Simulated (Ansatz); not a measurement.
We look at the energy of the reaction as written. Reaction: cell B → cell A. Negative: the products are lower in energy.

Cell A: a sheet of composition Rh, 1 atom, square cell of 2.43 Å (5.9 Å²), symmetry P4/mmm, 0.0 Å thick under 16 Å of vacuum, in-plane vectors relaxed; planes from bottom to top: Rh; a model cell; spin state with PBE: no moments, k-point mesh 24×24×1.
```
Rh
1.0
    2.43127     0.00000     0.00000
    0.00000     2.43127     0.00000
    0.00000     0.00000    16.00000
Rh
1
Cartesian
  0.00000   0.00000   8.00000
```

Cell B: a sheet of composition Rh, 1 atom, hexagonal cell of 2.57 Å (5.7 Å²), symmetry P6/mmm, 0.0 Å thick under 16 Å of vacuum, in-plane vectors relaxed; planes from bottom to top: Rh; a model cell; spin state with PBE: net moment 1.1 μB a cell, k-point mesh 30×30×1.
```
Rh
1.0
    2.57251     0.00000     0.00000
   -1.28626     2.22786     0.00000
    0.00000     0.00000    16.00000
Rh
1
Direct
  0.00000   0.00000   0.50000
```

Computed with Ansatz (plane waves, PAW), its default PAW set, cutoff 420 eV. The structures are at rest with PBE. Neutral cells; Fermi-Dirac smearing of at most 0.10 eV in the solids, energies taken to zero width. A dispersion term (D3(BJ), or D4 for r2SCAN) was computed beside these levels and is taken off wherever the name lacks it. No zero-point or thermal terms. Spin states are those reached from the starting moments, not proven ground states. Cell A has symmetry P4/mmm and got no random move, so less symmetric positions, which may lie lower, weren't tried. Cell B has symmetry P6/mmm and got no random move, so less symmetric positions, which may lie lower, weren't tried.

**Question.** Estimate the value that PBE returns for this input.

**Answer.** 0.21 eV, for cell B → cell A.

Ansatz is an electronic-structure program.
